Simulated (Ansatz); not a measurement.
BaTe (Pm-3m, No. 221, 2 atoms in the cell; start mp-2600; a measured phase of this formula has another space group) was calculated with r²SCAN (PAW; Ansatz, an electronic-structure program).

Run with plane-wave cutoff 560 eV, 8×8×8 k mesh, Fermi–Dirac smearing 0.01 eV, scalar-relativistic PAW data made under PBE.

Cell (relaxed with PBEsol):

```yaml
crystal:
  lattice:
    - [4.16123, 0.00000, 0.00000]
    - [0.00000, 4.16123, 0.00000]
    - [0.00000, 0.00000, 4.16123]
  atoms:
    - { symbol: Ba, position: [0.00000, 0.00000, 0.00000] }
    - { symbol: Te, position: [0.50000, 0.50000, 0.50000] }
```

Q: Estimate the band gap and smallest direct gap on the k points sampled that the calculation returns.

A: 
band gap: 1.07 eV
smallest direct gap on the k points sampled: 1.41 eV

Note: cell and atoms aren't relaxed at this level (pressure 2.2 GPa).

Spin–orbit coupling is not included; with these elements it can move the gap by several tenths of an eV or more.

It cost about 16 core-seconds (a rough figure) of CPU time.

A start named mp-… is a Materials Project structure, which need not be a measured phase.
